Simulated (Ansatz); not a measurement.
Take Sr in the fcc (Cu type) structure (space group Fm-3m, No. 225; a = 6.100 Å) as the base.

Method: plane-wave PAW DFT at the r2SCAN level (Ansatz, a quantum-chemistry and plane-wave program, 500 eV), spin-orbit coupling left out.

For the base:

```
Property   Result
--------  -------
Pressure  0.0 GPa
Band gap     zero
```

Now apply this change: an isotropic linear strain of +3.93 %; the atoms relax in the strained cell.

Task: What does the calculation give for the pressure after the change?

Result: The pressure goes from zero to -1.2 GPa.

Task: How does this affect the energy relative to the base?

Result: The energy grows by 27 meV/atom.

Task: Estimate the effect on the band gap.

Result: The band gap stays zero.

No phonon test of stability was made.
